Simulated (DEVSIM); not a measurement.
System: Si n-i-p diode, at 300 K.

```tsv
layer (left to right)	material	thickness (μm)	Nd (cm⁻³)	Na (cm⁻³)	τn (s)	τp (s)
1	Si	0.580	4.9e17	-	5.5e-5	5.5e-5
2	Si	0.950	-	8.3e12	5.5e-5	5.5e-5
3	Si	2.10	-	1.4e17	5.5e-5	5.5e-5
```

Left contact: ohmic. Right contact: ohmic. Voltage is applied to the left contact. Recombination: SRH at mid-gap. Mobility is μmin + (μ − μmin)/(1 + (N/Nref)^α).

The device is made up for the run: typed textbook-type constants, with dimensions and the other settings drawn at random. Values at 300 K; Nc and Nv go as T^1.5, mobilities as T to minus their exponent, the gap by Varshni's rule with the affinity fixed. The table also holds parameters that only a changed run uses.

```csv
parameter,Si
gap (eV),1.124
affinity (eV),4.05
permittivity,11.7
Nc (cm⁻³),2.86e19
Nv (cm⁻³),3.1e19
μn (cm²/Vs),1417
μp (cm²/Vs),470
"μn,min",52
"μp,min",45
"Nref,n",9.7e16
"Nref,p",2.2e17
αn,0.68
αp,0.72
T exponent of μn,2.3
T exponent of μp,2.2
Cn (cm⁶/s),2.8e-31
Cp (cm⁶/s),9.9e-32
Varshni α (eV/K),0.000473
Varshni β (K),636
```

Simulated with DEVSIM: 1D drift-diffusion, Boltzmann statistics, complete ionisation; no tunnelling, impact ionisation, image-force lowering or self-heating.

Base results: dark forward voltage at 1 A/cm² (V) 0.646; potential step across the device at zero bias (V) 0.879; dark forward voltage at 100 A/cm² (V) 0.768.

### Question
What follows from this one change: thickness of layer 3 2.1 → 0.42 μm?

### Answer
dark forward voltage at 1 A/cm² 0.646 → 0.610 V; potential step across the device at zero bias little changed (0.879 V); dark forward voltage at 100 A/cm² 0.768 → 0.732 V.

### Question
What follows from this one change: temperature 300 → 350 K?

### Answer
dark forward voltage at 1 A/cm² 0.646 → 0.544 V; potential step across the device at zero bias 0.879 → 0.811 V; dark forward voltage at 100 A/cm² 0.768 → 0.686 V.

### Question
What follows from this one change: doping Nd of layer 1 4.9e+17 → 1.5e+16 cm^-3?

### Answer
dark forward voltage at 1 A/cm² 0.646 → 0.574 V; potential step across the device at zero bias 0.879 → 0.789 V; dark forward voltage at 100 A/cm² 0.768 → 0.710 V.

### Question
What follows from this one change: doping Na of layer 3 1.4e+17 → 4.2e+17 cm^-3?

### Answer
dark forward voltage at 1 A/cm² 0.646 → 0.670 V; potential step across the device at zero bias 0.879 → 0.908 V; dark forward voltage at 100 A/cm² 0.768 → 0.791 V.

### Question
What follows from this one change: constant mobility in place of the doping-dependent one?

### Answer
dark forward voltage at 1 A/cm² 0.646 → 0.626 V; potential step across the device at zero bias little changed (0.879 V); dark forward voltage at 100 A/cm² 0.768 → 0.747 V.
